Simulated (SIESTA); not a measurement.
SIESTA run on TcSe2 (Pnma, 12 atoms in the cell): self-consistent single point

Method: GGA PBE, numerical atomic orbitals DZP, PseudoDojo PBE standard norm-conserving potentials (rewritten from UPF to PSML) in SIESTA.

Input as run:

```
# files in the folder: Tc.psml Se.psml (PseudoDojo PBE standard)
SystemName  TcSe2
SystemLabel siesta

NumberOfAtoms                12
NumberOfSpecies              2
%block ChemicalSpeciesLabel
  1 43 Tc
  2 34 Se
%endblock ChemicalSpeciesLabel
LatticeConstant              1.0 Ang
%block LatticeVectors
     7.094761000    0.000000000    0.000000000
     0.000000000    4.221441000    0.000000000
     0.000000000    0.000000000    8.421281000
%endblock LatticeVectors
AtomicCoordinatesFormat      ScaledCartesian
%block AtomicCoordinatesAndAtomicSpecies
     5.233805190    1.055360250    5.018241348  1
     1.686424690    1.055360250    7.613680152  1
     1.860955810    3.166080750    3.403039652  1
     5.408336310    3.166080750    0.807600848  1
     4.434225625    1.055360250    7.761894698  2
     0.886845125    1.055360250    4.870026802  2
     2.660535375    3.166080750    0.659386302  2
     6.207915875    3.166080750    3.551254198  2
     3.690694672    1.055360250    2.837971697  2
     0.143314172    1.055360250    1.372668803  2
     3.404066328    3.166080750    5.583309303  2
     6.951446828    3.166080750    7.048612197  2
%endblock AtomicCoordinatesAndAtomicSpecies

XC.functional                GGA
XC.authors                   PBE
PAO.BasisSize                DZP
PAO.EnergyShift              0.01 Ry
MeshCutoff                   400 Ry
%block kgrid.MonkhorstPack
    4   0   0  0.0
    0   6   0  0.0
    0   0   3  0.0
%endblock kgrid.MonkhorstPack
OccupationFunction           FD
ElectronicTemperature        0.1 eV

MaxSCFIterations             150
SCF.Mixer.Method             Broyden
SCF.Mixer.Weight             0.25
SCF.Mixer.History            8
SCF.DM.Tolerance             1.0E-04
Diag.ParallelOverK           true
WriteForces                  true
Charge.Mulliken              end
```

Output (repeated stretches shortened):

```
reinit: Reading from file input.fdf

reinit: System Name: TcSe2
reinit: System Label: siesta

coor:   Atomic-coordinates input format  =     Cartesian coordinates
coor:                                          (in units of alat)

siesta: Atomic coordinates (Bohr) and species
siesta:      9.89046   1.99434   9.48310  1        1
siesta:      3.18688   1.99434  14.38777  1        2
siesta:      3.51670   5.98303   6.43081  1        3
siesta:     10.22027   5.98303   1.52614  1        4
siesta:      8.37947   1.99434  14.66786  2        5
siesta:      1.67589   1.99434   9.20302  2        6
siesta:      5.02768   5.98303   1.24606  2        7
siesta:     11.73126   5.98303   6.71090  2        8
siesta:      6.97440   1.99434   5.36299  2        9
siesta:      0.27082   1.99434   2.59397  2       10
siesta:      6.43275   5.98303  10.55093  2       11
siesta:     13.13633   5.98303  13.31995  2       12

siesta: System type = bulk

initatomlists: Number of atoms, orbitals, and projectors:     12   220   216

siesta: ******************** Simulation parameters ****************************
redata: Spin configuration                          = none
redata: Time-Reversal Symmetry                      = T
redata: Number of Atomic Species                    =        2
redata: Mesh Cutoff                                 =   400.0000 Ry
redata: Net charge of the system                    =     0.0000 |e|
redata: Min. number of SCF Iter                     =        0
redata: Max. number of SCF Iter                     =      150
redata: SCF convergence failure will abort job
redata: SCF mix quantity                            = Hamiltonian
redata: Mix DM or H after convergence               =   F
redata: Recompute H after scf cycle                 =   F
redata: Mix DM in first SCF step                    =   T
redata: No kicks to SCF
redata: DM Mixing Weight for Kicks                  =     0.5000
   [... lines left out ...]
diag: Parallel distribution                         =     1 x     1
diag: Used triangular part                          = Lower
diag: Absolute tolerance                            =  0.100E-15
diag: Orthogonalization factor                      =  0.100E-05
diag: Memory factor                                 =  1.0000

superc: Internal auxiliary supercell:     3 x     5 x     3  =      45
superc: Number of atoms, orbitals, and projectors:    540   9900   9720

                        Single-point calculation

superc: Internal auxiliary supercell:     3 x     5 x     3  =      45
superc: Number of atoms, orbitals, and projectors:    540   9900   9720

outcell: Unit cell vectors (Ang):
        7.094761    0.000000    0.000000
        0.000000    4.221441    0.000000
        0.000000    0.000000    8.421281

outcell: Cell vector modules (Ang)   :    7.094761    4.221441    8.421281
outcell: Cell angles (23,13,12) (deg):     90.0000     90.0000     90.0000
outcell: Cell volume (Ang**3)        :    252.2183
new_DM -- step:     1
Initializing Density Matrix...

Attempting to read DM from file... Failed...
DM filled with atomic data:

InitMesh: MESH = 90 x 54 x 108 = 524880
InitMesh: Mesh cutoff (required, used) =   400.000   444.745 Ry

stepf: Fermi-Dirac step function
        iscf     Eharris(eV)        E_KS(eV)     FreeEng(eV)     dDmax    Ef(eV) dHmax(eV)
   scf:    1   -35621.367321   -35606.716913   -35607.181051  1.682811 -3.526126  3.942953
   scf:    2   -35605.309211   -35607.474496   -35607.912474  0.132190 -3.939944  2.460858
   scf:    3   -35607.882824   -35608.330416   -35608.800994  0.059564 -3.832162  1.604439
   scf:    4   -35608.803909   -35608.642569   -35609.117358  0.049015 -4.037948  0.321386
   scf:    5   -35608.652562   -35608.649414   -35609.127993  0.011633 -4.070958  0.028118
   scf:    6   -35608.649218   -35608.649391   -35609.128344  0.003126 -4.066699  0.014639
   [... 5 lines left out ...]
   scf:   12   -35608.649158   -35608.649157   -35609.128393  0.000185 -4.063286  0.003063
   scf:   13   -35608.649154   -35608.649157   -35609.128391  0.000102 -4.063260  0.005393
   scf:   14   -35608.649141   -35608.649155   -35609.128389  0.000195 -4.063251  0.007689
   scf:   15   -35608.649162   -35608.649163   -35609.128393  0.000163 -4.063252  0.002477
   scf:   16   -35608.649165   -35608.649164   -35609.128393  0.000046 -4.063245  0.000556
SCF Convergence by DM+H criterion
max |DM_out - DM_in|         :     0.0000464788
max |H_out - H_in|      (eV) :     0.0005562510
SCF cycle converged after 16 iterations

Using DM_out to compute the final energy and forces

siesta: E_KS(eV) =           -35608.6492

siesta: E_KS - E_eggbox =    -35608.6492

siesta: Atomic forces (eV/Ang):
     1   -0.099687   -0.000000   -0.352884
     2   -0.099714   -0.000000    0.352891
     3    0.099726    0.000000    0.352930
     4    0.099696    0.000000   -0.352929
     5    0.679275   -0.000000   -0.090297
     6    0.679113    0.000000    0.090315
     7   -0.679148    0.000000    0.090251
     8   -0.679309    0.000000   -0.090242
     9   -0.237151   -0.000000    1.177781
    10   -0.237313    0.000000   -1.177805
    11    0.237334    0.000000   -1.177788
    12    0.237178    0.000000    1.177775
   Tot    0.000000    0.000000   -0.000000
   Max    1.177805
   Res    0.476962    sqrt( Sum f_i^2 / 3N )
   Max    1.177805    constrained

Stress tensor Voigt[x,y,z,yz,xz,xy] (kbar):      129.10      122.92       95.97        0.00        0.00        0.00
(Free)E + p*V (eV/cell)   -35627.3891
Target enthalpy (eV/cell)   -35609.1284

siesta: Program's energy decomposition (eV):
siesta: Ebs     =     -6442.864439
siesta: Eions   =     43936.024277
siesta: Ena     =      5341.103503
siesta: Ekin    =     20067.374612
siesta: Enl     =    -10501.001199
siesta: Eso     =         0.000000
siesta: Edftu   =         0.000000
siesta: DEna    =       155.033762
siesta: DUscf   =         2.279431
siesta: DUext   =         0.000000
siesta: Ex      =     -6365.135598
siesta: Ec      =      -372.279398
siesta: Exc     =     -6737.414996
siesta: Eharris =    -35608.649165
siesta: Etot    =    -35608.649164
siesta: FreeEng =    -35609.128393

siesta: Atomic forces (eV/Ang):
siesta:      1   -0.099687   -0.000000   -0.352884
siesta:      2   -0.099714   -0.000000    0.352891
siesta:      3    0.099726    0.000000    0.352930
siesta:      4    0.099696    0.000000   -0.352929
siesta:      5    0.679275   -0.000000   -0.090297
siesta:      6    0.679113    0.000000    0.090315
   [... lines left out ...]
siesta: Cell volume =        252.218334 Ang**3
siesta:        -115.99793918       -124.32805208  kBar
   [... lines left out ...]
              2.003   2.004   2.003   2.003   2.003   0.076   0.075   0.079

              0.075   0.068
   9 15.975   1.674   0.123   1.229   1.213   1.198   0.071   0.085   0.099
              2.005   2.003   2.003   2.003   2.001   0.060   0.059   0.045

              0.057   0.049
  10 15.975   1.674   0.123   1.229   1.213   1.198   0.071   0.085   0.099
              2.005   2.003   2.003   2.003   2.001   0.060   0.059   0.045

              0.057   0.049
  11 15.975   1.674   0.123   1.229   1.213   1.198   0.071   0.085   0.099
              2.005   2.003   2.003   2.003   2.001   0.060   0.059   0.045

              0.057   0.049
  12 15.975   1.674   0.123   1.229   1.213   1.198   0.071   0.085   0.099
              2.005   2.003   2.003   2.003   2.001   0.060   0.059   0.045

              0.057   0.049

mulliken: Qtot =      188.000

Mulliken Atomic Populations:
Atom #   charge [q] valence [e]  Species
     1     0.030889   14.969111  Tc
     2     0.030834   14.969166  Tc
     3     0.030812   14.969188  Tc
     4     0.030870   14.969130  Tc
     5    -0.055561   16.055561  Se
     6    -0.055561   16.055561  Se
     7    -0.055562   16.055562  Se
     8    -0.055561   16.055561  Se
     9     0.024710   15.975290  Se
    10     0.024709   15.975291  Se
    11     0.024710   15.975290  Se
    12     0.024711   15.975289  Se
 Total    -0.000000
```

The run converged in 16 iterations.

The starting cell was generated: these elements placed on a structure prototype, without a prior relaxation; it need not be a known phase or ordering of this composition. Its lattice was rescaled by a random factor within 2.5 % of one. Spin polarisation is off. Values carry the incompleteness of an atom-centred basis. With a pressure of about -12 GPa the cell is away from its equilibrium volume at this level. Forces in this geometry exceed 1 eV/Å.

Cost on one core of a shared machine: roughly 2 min.
